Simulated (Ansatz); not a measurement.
Structures of equal composition on the (111)B surface of zinc-blende BP (P plane on top): 2x2 In adatom at H3; 2x2 In adatom at T4. The slabs share one bottom face, and each structure is named by its start. These are constructed structures in small cells; real faces may alloy, dewet or reconstruct in larger ones, and not all known structures of the face are among them. Slabs of about 14 Å with all that they carry, Fermi-Dirac smearing of 0.025 eV. Bottom of the slabs: H caps. Relaxed from the named starts with such symmetry as they have, on meshes of like density; energies extrapolated to zero smearing; no spin-orbit coupling, no U. Spin-polarised runs, if any, are marked in brackets, and their order is one that fits the cell; the others ran without spin. Where a second, spin-polarised start was run, the lower counts.

Host crystal: zinc-blende BP, with a band gap (PBE, scalar-relativistic without spin-orbit coupling).

Level of theory: PBE (plane waves to 420 eV, PAW; Ansatz, a program for electronic structure).

**Question.** Order them by energy per 1x1 cell (lowest first) at the level PBE.

**Answer.** 2x2 In adatom at T4 (0.000 eV, gap 0.34 eV on the mesh), 2x2 In adatom at H3 (0.038 eV, gap 0.30 eV on the mesh)
